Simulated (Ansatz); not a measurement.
Electronic density of states of amorphous Ge-Sb-Te (Ge7Sb14Te28), density 5.89 g/cm³, on a 2×2×2 Γ-centred mesh with a Gaussian width of 0.1 eV; energies count from the Fermi level, whose place inside the gap is arbitrary. Cell and mesh are small, so fine structure isn't converged. Calculation: PBE, scalar-relativistic without spin-orbit coupling, PAW (Ansatz default set, large-core Te) (plane waves to 420 eV; Ansatz, a program for electronic structure). Sampling: a 2×2×2 Γ-centred mesh; Fermi-Dirac width 0.05 eV; no spin polarisation. So small a spacing is near the smearing width and the bands' dispersion over the mesh, so it is a value of this cell and mesh.

A CHGNet melt-quench gave the starting glass, which DFT then relaxed. The hot cell started wider than the set density and was brought back towards it in steps. It is the lowest in DFT energy of 4 quenches. It is a model cell: composition and starting density were chosen by hand, and all elements were melted together. No dispersion term was used. A short ab initio anneal came between quench and relaxation. Its density started from a set value of 5.89 and ended at 5.89 g/cm³. Cooling (nominally 12 K/ps over its main leg) ran many orders faster than in experiment, which tends to leave more defects and strain. Values belong to this one cell and scatter from quench to quench. The volume was held where the preparation left it and the shape relaxed, at a PBE pressure of 1.2 GPa. Stress components on the final sampling reach 1.4 GPa. On a 2×2×2 Γ-centred mesh force components of up to 0.21 eV/Å stay, since the relaxation ran on one k-point at (1/4, 1/4, 1/4).

```tsv
E - EF (eV)	states/(eV atom)
-12.00	0.41
-11.90	0.44
-11.80	0.38
-11.70	0.38
-11.60	0.42
-11.50	0.46
-11.40	0.52
-11.30	0.65
-11.20	0.74
-11.10	0.71
-11.00	0.65
-10.90	0.56
-10.80	0.52
-10.70	0.47
-10.60	0.40
-10.50	0.33
-10.40	0.23
-10.30	0.17
-10.20	0.06
-10.10	0.00
-10.00	0.00
-9.90	0.01
-9.80	0.10
-9.70	0.30
-9.60	0.39
-9.50	0.31
-9.40	0.24
-9.30	0.28
-9.20	0.35
-9.10	0.45
-9.00	0.47
-8.90	0.38
-8.80	0.33
-8.70	0.35
-8.60	0.28
-8.50	0.19
-8.40	0.17
-8.30	0.22
-8.20	0.25
-8.10	0.34
-8.00	0.38
-7.90	0.31
-7.80	0.29
-7.70	0.26
-7.60	0.26
-7.50	0.33
-7.40	0.26
-7.30	0.20
-7.20	0.20
-7.10	0.23
-7.00	0.27
-6.90	0.17
-6.80	0.03
-6.70	0.00
-6.60	0.00
-6.50	0.00
-6.40	0.00
-6.30	0.00
-6.20	0.00
-6.10	0.00
-6.00	0.00
-5.90	0.00
-5.80	0.00
-5.70	0.00
-5.60	0.00
-5.50	0.00
-5.40	0.00
-5.30	0.00
-5.20	0.05
-5.10	0.19
-5.00	0.30
-4.90	0.41
-4.80	0.54
-4.70	0.64
-4.60	0.65
-4.50	0.60
-4.40	0.64
-4.30	0.68
-4.20	0.70
-4.10	0.68
-4.00	0.66
-3.90	0.75
-3.80	0.75
-3.70	0.70
-3.60	0.71
-3.50	0.69
-3.40	0.73
-3.30	0.77
-3.20	0.71
-3.10	0.67
-3.00	0.74
-2.90	0.72
-2.80	0.70
-2.70	0.77
-2.60	0.81
-2.50	0.71
-2.40	0.71
-2.30	0.80
-2.20	0.76
-2.10	0.78
-2.00	0.80
-1.90	0.79
-1.80	0.80
-1.70	0.75
-1.60	0.70
-1.50	0.69
-1.40	0.75
-1.30	0.79
-1.20	0.81
-1.10	0.84
-1.00	0.88
-0.90	0.84
-0.80	0.75
-0.70	0.69
-0.60	0.66
-0.50	0.58
-0.40	0.53
-0.30	0.48
-0.20	0.29
-0.10	0.12
0.00	0.04
0.10	0.10
0.20	0.20
0.30	0.30
0.40	0.35
0.50	0.44
0.60	0.44
0.70	0.47
0.80	0.55
0.90	0.63
1.00	0.65
1.10	0.65
1.20	0.72
1.30	0.78
1.40	0.72
1.50	0.68
1.60	0.75
1.70	0.77
1.80	0.80
1.90	0.78
2.00	0.80
2.10	0.80
2.20	0.72
2.30	0.78
```

The gap on this mesh is 0.25 eV; the broadening fills part of it in the curve.
